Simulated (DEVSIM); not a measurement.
# illuminated Ge n-on-p cell, one wavelength

System: illuminated Ge n-on-p cell, one wavelength, at 400 K.

| layer (left to right) | material | thickness (μm) | Nd (cm⁻³) | Na (cm⁻³) | τn (s) | τp (s) | absorption coefficient (cm⁻¹) |
|---|---|---|---|---|---|---|---|
| 1 | Ge | 0.290 | 8.8e17 | - | 6.7e-5 | 2.3e-5 | 110 |
| 2 | Ge | 33.0 | - | 6.7e16 | 0.00021 | 0.00021 | 110 |

Left contact: ohmic, minority hole recombination velocity 40 cm/s. Right contact: ohmic, minority electron recombination velocity 2e5 cm/s. Voltage is applied to the left contact. Recombination: SRH at mid-gap, radiative, Auger. Light enters at the left, 3.1e17 photons cm⁻² s⁻¹, one pass, no reflection. Mobility is μmin + (μ − μmin)/(1 + (N/Nref)^α).

The device is made up for the run: typed textbook-type constants, with dimensions and the other settings drawn at random. Values at 300 K; Nc and Nv go as T^1.5, mobilities as T to minus their exponent, the gap by Varshni's rule with the affinity fixed.

| parameter | Ge |
|---|---|
| gap (eV) | 0.664 |
| affinity (eV) | 4 |
| permittivity | 16 |
| Nc (cm⁻³) | 1.04e19 |
| Nv (cm⁻³) | 6e18 |
| μn (cm²/Vs) | 3900 |
| μp (cm²/Vs) | 1900 |
| μn,min | 150 |
| μp,min | 100 |
| Nref,n | 2.6e17 |
| Nref,p | 4e17 |
| αn | 0.56 |
| αp | 0.6 |
| T exponent of μn | 1.66 |
| T exponent of μp | 2.33 |
| B (cm³/s) | 6.4e-14 |
| Cn (cm⁶/s) | 1e-31 |
| Cp (cm⁶/s) | 1e-31 |
| Varshni α (eV/K) | 0.000477 |
| Varshni β (K) | 235 |

Simulated with DEVSIM: 1D drift-diffusion, Boltzmann statistics, complete ionisation; no tunnelling, impact ionisation, image-force lowering or self-heating.

The potential step across the device at zero bias comes out as 0.354 V and the largest field in the device at zero bias is 74000 V/cm. The dark forward voltage at 1 A/cm² is 0.091 V. The dark forward voltage at 100 A/cm² is 0.254 V.

Dark forward current:

(V (V), J (A/cm²)): (-0.05, -0.26); (-0.10, -1.4); (-0.15, -6.0); (-0.20, -24); (-0.25, -91); (-0.30, -290); (-0.35, -790); (-0.40, -2000); (-0.45, -4400)
